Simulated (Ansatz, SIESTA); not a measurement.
# One structure in several programs: BaMg6Zn (Amm2, 8 atoms in the cell)

Self-consistent single point.

```
CELL_PARAMETERS angstrom
      5.07320     0.00000     0.00000
      0.00000     3.51003     6.05391
      0.00000    -3.51003     6.05391
ATOMIC_POSITIONS crystal
  Ba 0.50000 0.67307 0.67307
  Mg 0.00000 0.28561 0.84863
  Mg 0.00000 0.84863 0.28561
  Mg 0.00000 0.33301 0.33301
  Mg 0.50000 0.15804 0.68256
  Mg 0.50000 0.68256 0.15804
  Mg 0.50000 0.16175 0.16175
  Zn 0.00000 0.85733 0.85733
```

Shared settings, as Ansatz (a program for electronic structure) writes them: kpoints.mp_grid.grid = 4 3 3; scf.occupations.method = gaussian; scf.occupations.width = 0.136 eV. Potentials and cutoffs stand in the table.

```csv
code,model,pressure (GPa),largest force (eV/Å),cutoff
Ansatz,"LDA (PW92), PAW files made with PBE",-2.18,0.127,420 eV
SIESTA,"LDA PW92, numerical atomic orbitals DZP, PseudoDojo LDA standard norm-conserving potentials (rewritten from UPF to PSML)",-1.14,0.371,grid 350 Ry
```

Size of the force on each atom (eV/Å): Sizes of forces hide their directions.

```tsv
code	Ba1	Mg2	Mg3	Mg4	Mg5	Mg6	Mg7	Zn8
Ansatz	0.127	0.093	0.093	0.030	0.058	0.058	0.031	0.082
SIESTA	0.031	0.311	0.311	0.010	0.117	0.117	0.061	0.371
```

The spread over the programs that give each value: pressure within 1.04 GPa; largest force within 0.244 eV/Å.

SIESTA uses small atom-centred bases, whose incompleteness enters pressures, forces and empty levels differently from a plane-wave cutoff. Ansatz's pressure is given at a fixed set of plane waves, as the other plane-wave codes print theirs.

The starting cell comes from a database of computed structures (which also holds hypothetical and non-ambient phases and stackings), without a prior relaxation at this level.

Keys are those of Ansatz 0.2.
